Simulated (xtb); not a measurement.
xtb 6.7.1, GFN2-xTB: Si(Cl)(F)(NiPr2)2 (CC(C)N(C(C)C)[Si](F)(Cl)N(C(C)C)C(C)C), 45 atoms. The geometry is a generated start, not checked to be a minimum at this level.

```yaml
run_flags: --grad
method: GFN2-xTB
"--acc": 1 (default)
"--etemp (K)": 300 (default)
basis_functions: 108
valence_electrons: 104
```

One run each on 1 thread. Values of broydamp tried: 0.02, 0.05, 0.1, 0.2, 0.4 (default), 0.6, 0.8, 1.

Question: Which value of broydamp needs the fewest SCC iterations, and what happens away from it?

Answer: Fewest SCC iterations, within one of each other: 0.4 (default) with 15, 0.6 with 14, 0.8 with 15. The count rises to 26 at 0.02. All converge to one solution.

```json
[
 {"broydamp": "0.02", "SCC iterations": "26", "end": "same solution"},
 {"broydamp": "0.05", "SCC iterations": "24", "end": "same solution"},
 {"broydamp": "0.1", "SCC iterations": "21", "end": "same solution"},
 {"broydamp": "0.2", "SCC iterations": "18", "end": "same solution"},
 {"broydamp": "0.4 (default)", "SCC iterations": "15", "end": "same solution"},
 {"broydamp": "0.6", "SCC iterations": "14", "end": "same solution"},
 {"broydamp": "0.8", "SCC iterations": "15", "end": "same solution"},
 {"broydamp": "1", "SCC iterations": "16", "end": "same solution"}
]
```
